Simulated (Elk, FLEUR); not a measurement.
An Elk input for a self-consistent single point of GaFe (P-6m2, 2 atoms in the cell) (DFT, PBEsol, all-electron FP-LAPW, Elk's shipped species files, default APW+lo basis):

```
tasks
  0

xctype
  22

spinpol
  .true.

reducebf
  0.8

rmtscf
  0.94

nempty
  8

swidth
  0.00367493

maxscl
  100

scale
  1.889726125

avec
    2.7321905300   -0.0000001409    0.0000000000
   -1.3660951430    2.3661464775    0.0000000000
    0.0000000000    0.0000000000    4.0074010000

atoms
  2
  'Ga.in'
  1
  0.0000000000  0.0000000000  0.5000000000    0.0 0.0 0.0
  'Fe.in'
  1
  0.6666666667  0.3333333333  0.0000000000    0.0 0.0 -1.0

ngridk
  11 11 7
```

Question: Give the FLEUR input for the same structure, mesh, smearing and functional.

Answer: This is the input that was run; spellings and numerical settings could be chosen otherwise.

Input of the input generator:

```
GaFe FLAPW
&input film=f /
5.1630918221 -0.0000002663 0.0000000000
-2.5815456804 4.4713688132 0.0000000000
0.0000000000 0.0000000000 7.5728903616
1.0
1.0 1.0 1.0

2
31 0.0000001667 -0.0000001667 0.5000000000 : 0.00
26 0.6666668333 0.3333331667 0.0000000000 : 4.00

&comp jspins=2 /
&exco xctyp='PBEs' /
&kpt div1=11 div2=11 div3=7 /
&end /
```

```xml
<?xml version="1.0" encoding="UTF-8" standalone="no"?>
<fleurInput fleurInputVersion="0.39">
   <comment>
      GaFe FLAPW                                                                                          
   </comment>
   <calculationSetup>
      <cutoffs Kmax="4.5" Gmax="22.5" GmaxXC="22.5" numbands="0"/>
      <scfLoop itmax="60" minDistance="0.00001" maxIterBroyd="40" imix="Anderson" alpha="0.05" precondParam="0.0" spinf="2.0"/>
      <coreElectrons ctail="T" frcor="F" kcrel="0" coretail_lmax="0"/>
      <xcFunctional name="PBEs" relativisticCorrections="F"/>
      <magnetism jspins="2"/>
      <soc l_soc="F" theta="0.0" phi="0.0" spav="F"/>
      <expertModes spex="0" secvar="F"/>
      <geometryOptimization l_f="T" forcealpha="1.0" forcemix="BFGS" epsdisp="0.00001" epsforce="0.00001"/>
      <ldaU l_linMix="F" mixParam="0.05" spinf="1.0"/>
   </calculationSetup>
   <cell>
      <bzIntegration valenceElectrons="37.0" mode="hist" fermiSmearingEnergy="0.00367493">
         <kPointListSelection listName="default-1"/>
         <!-- k-points included here -->
         <xi:include xmlns:xi="http://www.w3.org/2001/XInclude" href="kpts.xml"> </xi:include>
      </bzIntegration>
      <!-- symmetry operations included here -->
      <xi:include xmlns:xi="http://www.w3.org/2001/XInclude" href="sym.xml"> </xi:include>
      <bulkLattice scale="1.0">
         <bravaisMatrix>
            <row-1>    5.1630918221000002    -0.0000002663000000     0.0000000000000000</row-1>
            <row-2>   -2.5815456804000001     4.4713688131999998     0.0000000000000000</row-2>
            <row-3>    0.0000000000000000     0.0000000000000000     7.5728903615999998</row-3>
         </bravaisMatrix>
      </bulkLattice>
   </cell>
   <atomSpecies>
      <species name="Gallium (Ga)" element="Ga" atomicNumber="31">
         <mtSphere radius="2.23" gridPoints="737" logIncrement="0.017"/>
         <atomicCutoffs lmax="9" lnonsphr="7"/>
         <electronConfig flipSpins="F">
            <coreConfig>(1s1/2) (2s1/2) (2p1/2) (2p3/2)</coreConfig>
            <valenceConfig>(3s1/2) (3p1/2) (3p3/2) (4s1/2) (3d3/2) (3d5/2) (4p1/2) (4p3/2)</valenceConfig>
            <stateOccupation state="(4p1/2)" spinUp="0.1666666667" spinDown="0.1666666667"/>
            <stateOccupation state="(4p3/2)" spinUp="0.3333333333" spinDown="0.3333333333"/>
         </electronConfig>
         <energyParameters s="4" p="4" d="3" f="4"/>
         <lo type="SCLO" l="0" n="3" eDeriv="0"/>
         <lo type="SCLO" l="1" n="3" eDeriv="0"/>
         <lo type="SCLO" l="1" n="3" eDeriv="1"/>
         <lo type="HELO" l="2" n="4" eDeriv="0"/>
         <lo type="HELO" l="2" n="4" eDeriv="1"/>
         <lo type="SCLO" l="3" n="4" eDeriv="2"/>
      </species>
      <species name="Iron (Fe) 4.000" element="Fe" atomicNumber="26">
         <mtSphere radius="2.23" gridPoints="737" logIncrement="0.016"/>
         <atomicCutoffs lmax="9" lnonsphr="7"/>
         <electronConfig flipSpins="F">
            <coreConfig>(1s1/2) (2s1/2) (2p1/2) (2p3/2)</coreConfig>
            <valenceConfig>(3s1/2) (3p1/2) (3p3/2) (4s1/2) (3d3/2) (3d5/2)</valenceConfig>
            <stateOccupation state="(3d3/2)" spinUp="2.0" spinDown="0.4"/>
            <stateOccupation state="(3d5/2)" spinUp="3.0" spinDown="0.6"/>
         </electronConfig>
         <energyParameters s="4" p="4" d="3" f="4"/>
         <lo type="SCLO" l="0" n="3" eDeriv="0"/>
         <lo type="SCLO" l="1" n="3" eDeriv="0"/>
         <lo type="SCLO" l="1" n="3" eDeriv="1"/>
         <lo type="SCLO" l="2" n="3" eDeriv="2"/>
         <lo type="SCLO" l="3" n="4" eDeriv="2"/>
      </species>
   </atomSpecies>
   <atomGroups>
      <atomGroup species="Gallium (Ga)">
         <relPos label="                   1">.0000000000 .0000000000 1.000/2.000</relPos>
         <force calculate="T" relaxXYZ="TTT"/>
      </atomGroup>
      <atomGroup species="Iron (Fe) 4.000">
         <relPos label="                   2">-1.000/3.000 1.000/3.000 .0000000000</relPos>
         <force calculate="T" relaxXYZ="TTT"/>
      </atomGroup>
   </atomGroups>
   <output dos="F" band="F" slice="F">
      <checks vchk="F" cdinf="F"/>
      <bandDOS minEnergy="-.5*Htr" maxEnergy="0.5*Htr" sigma="0.015" storeEVData="T"/>
      <vacuumDOS vacdos="F" integ="F" star="F" nstars="0" locx1="0.0" locy1="0.0" locx2="0.0" locy2="0.0" nstm="0" tworkf="0.0"/>
      <unfoldingBand unfoldBand="F" supercellX="1" supercellY="1" supercellZ="1"/>
      <plotting iplot="0" polar="F">
         <plot TwoD="T" vec1="  1.0  0.0  0.0" vec2="  0.0  1.0  0.0" vec3="  0.0  0.0  1.0" zero="  0.0  0.0  0.0" file="plot"/>
      </plotting>
      <chargeDensitySlicing numkpt="0" minEigenval="0.0" maxEigenval="0.0" nnne="0" pallst="F"/>
      <specialOutput eonly="F"/>
      <magneticCircularDichroism mcd="F" energyLo="-10.0" energyUp="0.0"/>
   </output>
  <!-- We include the file relax.xml here to enable relaxations (see documentation) -->
  <xi:include xmlns:xi="http://www.w3.org/2001/XInclude" href="relax.xml"> <xi:fallback/> </xi:include>
</fleurInput>
```

Basis, cutoffs, solver keys and any potentials are the target program's own. This input uses DFT, PBEsol, all-electron FLAPW (FLEUR), scalar-relativistic valence. Both were run: size of the net moment 0.98 μB/atom in Elk and 0.99 in FLEUR.

On Elk: the starting cell comes from a database of computed structures (which also holds hypothetical and non-ambient phases and stackings), without a prior relaxation at this level. Its lattice was rescaled by a random factor within 2.5 % of one. With one magnetic atom in the cell only a parallel order is possible. Values depend on the basis (sphere radii, cutoffs, local orbitals), which need not be converged.

On FLEUR: the starting cell comes from a database of computed structures (which also holds hypothetical and non-ambient phases and stackings), without a prior relaxation at this level. Its lattice was rescaled by a random factor within 2.5 % of one. With one magnetic atom in the cell only a parallel order is possible. Values depend on the basis (sphere radii, cutoffs, local orbitals), which need not be converged.
